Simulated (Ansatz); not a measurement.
The starting structures come from a database of crystals and need not be the phases stable at ambient conditions.

 Where the default PAW files enter, the runs use the earlier of Ansatz's two default sets.

The decay constant κ of evanescent states in the gap governs leakage through a thin film.

Data:

```
BaO
1.0
    3.81863     0.00000     0.00000
   -1.90931     3.30703     0.00000
    0.00000     0.00000     6.65420
Ba O
2 2
Direct
  0.33333   0.66667   0.25000
  0.66667   0.33333   0.75000
  0.00000   0.00000   0.50000
  0.00000   0.00000   0.00000
```

Space group of this cell: P6_3/mmc, NiAs type. The cell is taken as given; by PBEsol its mean pressure is -3.7 GPa.

Transport runs along the normal of the first two printed cell vectors, the (001) plane of the conventional cell.

The gap is the functional's own. No spin-orbit coupling. Mid-gap values are interpolated on the energy grid.

Task: State the band gap and the smallest decay constant κ at mid-gap according to PBEsol run with Ansatz (a program for electronic structure).

Result: Gap 2.43 eV on a 12×12×6 mesh; κ = 0.273 1/Å, at the zone centre.
